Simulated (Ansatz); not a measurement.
The starting structures come from a database of crystals and need not be the phases stable at ambient conditions.

 Where the default PAW files enter, the runs use the earlier of Ansatz's two default sets.

Evanescent states of YSF (P4/nmm, not sure to be the ambient phase, 6 atoms a cell, 16.2 Å³ an atom) along the normal of (111)

Method: r2SCAN (plane waves, PAW; Ansatz, an electronic-structure program).

The gap is the functional's own. No spin-orbit coupling. Mid-gap values are interpolated on the energy grid.

Energies count from the valence-band top; κ is the least over a 6×4 mesh across the current.

| E (eV) | κ (1/Å) | where |
|---|---|---|
| 0.05 | 0.058 | Γ |
| 0.15 | 0.099 | Γ |
| 0.25 | 0.125 | Γ |
| 0.35 | 0.146 | Γ |
| 0.45 | 0.163 | Γ |
| 0.55 | 0.177 | Γ |
| 0.65 | 0.190 | Γ |
| 0.75 | 0.201 | Γ |
| 0.85 | 0.211 | Γ |
| 0.95 | 0.220 | Γ |
| 1.05 | 0.227 | Γ |
| 1.15 | 0.220 | Γ |
| 1.25 | 0.203 | Γ |
| 1.35 | 0.184 | Γ |
| 1.45 | 0.162 | Γ |
| 1.55 | 0.135 | Γ |
| 1.65 | 0.098 | Γ |
| 1.75 | 0.030 | Γ |

How thick must the barrier be to attenuate the transmission by 10^8 when the electrodes' Fermi level lies at 0.55 eV, and what attenuation does that film give at 1.05 eV?

d = 8 ln 10 / (2 × 0.177) = 52.0 Å. At 1.05 eV it gives 8 × 0.227/0.177 = 10.3 decades.
